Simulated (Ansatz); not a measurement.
## A computed series for BN: pressure series

Take BN in the zinc blende structure (space group F-43m, No. 216; a = 3.625 Å) as the base.

Cell and atoms are relaxed at each pressure.

Level of theory: Kohn–Sham DFT with the PBE functional, run in Ansatz (a program for electronic structure) with PAW and 420 eV plane waves, scalar-relativistic without spin-orbit coupling.

```csv
change,electron mass,lattice parameter a
base,"0.91 mₑ along k, 0.30 mₑ across (at X)",3.625 Å
pressure −2 GPa,"0.92 mₑ along k, 0.30 mₑ across (at X)",3.631 Å
pressure −1 GPa,"0.92 mₑ along k, 0.30 mₑ across (at X)",3.628 Å
pressure 1.8 GPa,"0.91 mₑ along k, 0.30 mₑ across (at X)",3.619 Å
pressure 4.2 GPa,"0.91 mₑ along k, 0.30 mₑ across (at X)",3.611 Å
pressure 9 GPa,"0.90 mₑ along k, 0.30 mₑ across (at X)",3.597 Å
pressure 18 GPa,"0.90 mₑ along k, 0.30 mₑ across (at X)",3.571 Å
pressure 30 GPa,[?],[?]
pressure 45 GPa,"0.87 mₑ along k, 0.29 mₑ across (at X)",3.505 Å
pressure 60 GPa,"0.87 mₑ along k, 0.29 mₑ across (at X)",3.473 Å
```

Q: What belongs in the blanks?

A: 
- pressure 30 GPa, electron mass: 0.89 mₑ along k, 0.30 mₑ across (at X)
- pressure 30 GPa, lattice parameter a: 3.540 Å

The levels and masses belong to the bands next to the band gap. Load acts through the strain it causes; cell and atoms are relaxed under it. Effective masses come from finite differences of ±0.01 Å⁻¹. Along k means along the line from Γ to the band edge. Stability against distortions was not tested. No other phases were tried under pressure.
